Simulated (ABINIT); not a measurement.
**Input and output of a self-consistent single point for ZnS (F-43m, 2 atoms in the cell) (ABINIT)**

Method: PBE, PAW (JTH v2.0 PBE PAW) (plane waves; ABINIT).

The input file:

```
# ZnS, JTH v2.0 PBE PAW
pp_dirpath "./"
pseudos "Zn.GGA_PBE-JTH.xml, S.GGA_PBE-JTH.xml"
acell 7.2651936732 7.2651936732 7.2651936732
rprim
        -0.0000000000    0.7071067812    0.7071067812
         0.7071067812    0.0000000000    0.7071067812
         0.7071067812    0.7071067812   -0.0000000000
natom 2
ntypat 2
znucl 30 16
typat 1 2
xred
         0.0000000000    0.0000000000    0.0000000000
         0.2500000000    0.2500000000    0.2500000000
ecut 30 Ha
pawecutdg 60 Ha
pawxcdev 0
occopt 3
tsmear 0.00073499
nband 14
kptopt 1
ngkpt 4 4 4
nshiftk 1
shiftk 0 0 0
nstep 50
tolvrs 1.0e-12
prtwf 0
prtden 0
enunit 2
```

Output (repeated stretches shortened):

```
 Symmetries : space group F-4 3 m (#216); Bravais cF (face-center cubic)

 -outvars: echo values of preprocessed input variables --------
            acell      7.2651936732E+00  7.2651936732E+00  7.2651936732E+00 Bohr
             ecut      3.00000000E+01 Hartree
           enunit           2
              ixc     -101130
         kptrlatt        4    0    0      0    4    0      0    0    4
          kptrlen      2.90607747E+01
            natom           2
            nband          14
            ngfft          36      36      36
          ngfftdg          54      54      54
             nkpt           8
            nstep          50
             nsym          24
           ntypat           2
           occopt           3
        pawecutdg      6.00000000E+01 Hartree
         pawxcdev           0
            rprim     -0.0000000000E+00  7.0710678120E-01  7.0710678120E-01
                       7.0710678120E-01  0.0000000000E+00  7.0710678120E-01
                       7.0710678120E-01  7.0710678120E-01 -0.0000000000E+00
          spgroup         216
           tolvrs      1.00000000E-12
           tsmear      7.34990000E-04 Hartree
            typat      1  2
           useylm           1
             xred      0.0000000000E+00  0.0000000000E+00  0.0000000000E+00
                       2.5000000000E-01  2.5000000000E-01  2.5000000000E-01
            znucl       30.00000   16.00000

== DATASET  1 ==================================================================

 Real(R)+Recip(G) space primitive vectors, cartesian coordinates (Bohr,Bohr^-1):
 R(1)=  0.0000000  5.1372677  5.1372677  G(1)= -0.0973280  0.0973280  0.0973280
 R(2)=  5.1372677  0.0000000  5.1372677  G(2)=  0.0973280 -0.0973280  0.0973280
 R(3)=  5.1372677  5.1372677  0.0000000  G(3)=  0.0973280  0.0973280 -0.0973280
 Unit cell volume ucvol=  2.7116060E+02 bohr^3
 Angles (23,13,12)=  6.00000000E+01  6.00000000E+01  6.00000000E+01 degrees

 Coarse grid specifications (used for wave-functions):

 getcut: wavevector=  0.0000  0.0000  0.0000  ngfft=  36  36  36
         ecut(hartree)=     30.000   => boxcut(ratio)=   2.00969

 Fine grid specifications (used for densities):

 getcut: wavevector=  0.0000  0.0000  0.0000  ngfft=  54  54  54
         ecut(hartree)=     60.000   => boxcut(ratio)=   2.13233

   2.06649828E+02                                ecore*ucvol(ha*bohr**3)

_setup2: Arith. and geom. avg. npw (full set) are    2124.922    2124.892

--- !BeginCycle
solver: {iscf: 17, nstep: 50, nline: 4, wfoptalg: 10, }
tolerances: {tolvrs: 1.00E-12, }
...

     iter   Etot(hartree)      deltaE(h)  residm     nres2
 ETOT  1  -74.127147032612    -7.413E+01 3.154E+00 7.627E+00
 ETOT  2  -74.711488493858    -5.843E-01 3.823E-01 7.458E+00
 ETOT  3  -74.695481599422     1.601E-02 3.110E-02 2.328E+00
 ETOT  4  -74.694660249820     8.213E-04 4.785E-02 6.001E-01
 ETOT  5  -74.694065689569     5.946E-04 1.194E-02 1.901E-01
 ETOT  6  -74.693969796880     9.589E-05 9.276E-03 1.028E-02
   [... 20 lines left out ...]
 ETOT 27  -74.694019378870     6.111E-13 5.629E-07 1.413E-10
 ETOT 28  -74.694019378870    -3.695E-13 8.267E-07 3.539E-11
 ETOT 29  -74.694019378871    -9.237E-13 4.552E-07 8.461E-12
 ETOT 30  -74.694019378870     1.080E-12 1.290E-06 1.158E-12
 ETOT 31  -74.694019378872    -1.691E-12 4.301E-07 5.072E-13

 At SCF step   31       nres2   =  5.07E-13 < tolvrs=  1.00E-12 =>converged.

 Cartesian components of stress tensor (hartree/bohr^3)
  sigma(1 1)= -1.45076314E-05  sigma(3 2)=  0.00000000E+00
  sigma(2 2)= -1.45076314E-05  sigma(3 1)=  0.00000000E+00
  sigma(3 3)= -1.45076314E-05  sigma(2 1)=  0.00000000E+00

 ----iterations are completed or convergence reached----

 reduced coordinates (array xred) for    2 atoms
       0.000000000000      0.000000000000      0.000000000000
       0.250000000000      0.250000000000      0.250000000000
 cartesian forces (eV/Angstrom) at end:
    1     -0.00000000000000     0.00000000000000    -0.00000000000000
    2      0.00000000000000    -0.00000000000000     0.00000000000000
 frms,max,avg= 6.9300264E-30 1.0857265E-29   0.000E+00  0.000E+00  0.000E+00 e/A
 length scales=  7.265193673200  7.265193673200  7.265193673200 bohr
              =  3.844574907850  3.844574907850  3.844574907850 angstroms
 Fermi (or HOMO) energy (hartree) =   0.23476   Average Vxc (hartree)=  -0.34042
 Eigenvalues (hartree) for nkpt=   8  k points:
 kpt#   1, nband= 14, wtk=  0.01563, kpt=  0.0000  0.0000  0.0000 (reduced coord)
  -0.29081   -0.04355   -0.04355   -0.04355   -0.02612   -0.02612    0.18756    0.18756
   0.18756    0.26141    0.42133    0.42133    0.42133    0.61331
      occupation numbers for kpt#   1
   2.00000    2.00000    2.00000    2.00000    2.00000    2.00000    2.00000    2.00000
   2.00000    0.00000    0.00000    0.00000    0.00000    0.00000
 prteigrs : prtvol=0 or 1, do not print more k-points.

 Fermi (or HOMO) energy (eV) =   6.38810   Average Vxc (eV)=  -9.26325
 Eigenvalues (   eV  ) for nkpt=   8  k points:
 kpt#   1, nband= 14, wtk=  0.01563, kpt=  0.0000  0.0000  0.0000 (reduced coord)
  -7.91346   -1.18503   -1.18503   -1.18503   -0.71079   -0.71079    5.10366    5.10366
   5.10366    7.11335   11.46503   11.46503   11.46503   16.68897
 prteigrs : prtvol=0 or 1, do not print more k-points.

--- !EnergyTerms
comment             : Components of total free energy in Hartree
kinetic             :  1.10209821930627E+01
hartree             :  2.13833685423412E+01
xc                  : -5.43002375085972E+00
Ewald energy        : -4.57808511046917E+01
psp_core            :  7.62093852950343E-01
local_psp           : -7.49184868866459E+01
spherical_terms     :  1.82688975815187E+01
internal            : -7.46940195723244E+01
'-kT*entropy'       :  5.64479497511144E-16
total_energy        : -7.46940195723244E+01
total_energy_eV     : -2.03252763862887E+03
...

-Cartesian components of stress tensor (GPa)         [Pressure=  4.2683E-01 GPa]
- sigma(1 1)= -4.26829181E-01  sigma(3 2)=  0.00000000E+00
- sigma(2 2)= -4.26829181E-01  sigma(3 1)=  0.00000000E+00
- sigma(3 3)= -4.26829181E-01  sigma(2 1)=  0.00000000E+00

 Calculation completed.
```

The run converged in 31 iterations.

The starting cell has typed, rounded lattice constants, without a prior relaxation at this level. Its lattice was rescaled by up to half a per cent.

Cost on one core of a shared machine: roughly 50 s.
